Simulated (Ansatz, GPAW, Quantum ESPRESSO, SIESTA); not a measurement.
**One structure in several programs: MgSiSb₂ (I-42d, 8 atoms in the cell)**

Self-consistent single point, at a second geometry (lattice scaled by 0.98). First geometry:

```yaml
crystal:
  lattice:
    - [-3.22220, 3.22220, 5.97161]
    - [3.22220, -3.22220, 5.97161]
    - [3.22220, 3.22220, -5.97161]
  atoms:
    - { symbol: Mg, position: [0.00000, 0.00000, 0.00000] }
    - { symbol: Mg, position: [0.75000, 0.25000, 0.50000] }
    - { symbol: Si, position: [0.50000, 0.50000, 0.00000] }
    - { symbol: Si, position: [0.25000, 0.75000, 0.50000] }
    - { symbol: Sb, position: [0.87500, 0.40492, 0.02992] }
    - { symbol: Sb, position: [0.59508, 0.62500, 0.47008] }
    - { symbol: Sb, position: [0.37500, 0.84508, 0.97008] }
    - { symbol: Sb, position: [0.15492, 0.12500, 0.52992] }
```

Shared settings, as Ansatz (a first-principles code) writes them: kpoints.mp_grid.grid = 3 3 3; scf.occupations.method = fixed. Potentials and cutoffs stand in the table.

```csv
code,model,ΔF from the first geometry (meV/atom),pressure (GPa),largest force (eV/Å),gap on the mesh (eV),cutoff
GPAW,"PBEsol, GPAW PAW datasets PBEsol (made by gpaw-setup)",-5.3,1.03,0.010,0.870,850 eV
Quantum ESPRESSO,"PBEsol, GBRV 1.5 ultrasoft (PBESOL) pseudopotentials",-4.3,1.12,0.003,0.866,40 Ry
Ansatz,"PBEsol, PAW files made with PBE",-4.2,1.13,0.002,0.861,30.9 Ry
SIESTA,"GGA PBEsol, numerical atomic orbitals DZP, PseudoDojo PBEsol standard norm-conserving potentials (rewritten from UPF to PSML)",-4.8,1.50,0.103,0.874,grid 350 Ry
```

Gaps are read on the mesh.

On Ansatz's run: spin-orbit coupling is off.

The spread over the programs that give each value: ΔF from the first geometry within 1.1 meV/atom; pressure within 0.47 GPa; largest force within 0.101 eV/Å; gap on the mesh within 0.013 eV.

SIESTA uses small atom-centred bases, whose incompleteness enters pressures, forces and empty levels differently from a plane-wave cutoff. Ansatz's pressure is given at a fixed set of plane waves, as the other plane-wave codes print theirs. In the force vectors, SIESTA (by 0.101) lies more than 0.08 eV/Å from the median of the plane-wave programs.

The starting cell comes from a database of computed structures (which also holds hypothetical and non-ambient phases and stackings), without a prior relaxation at this level. For this run, on top of that: lattice scaled by 0.98.

Left out of this page: CP2K (unsound by tests on forces, stress, charge or solver warnings).

Keys are those of Ansatz 0.2.
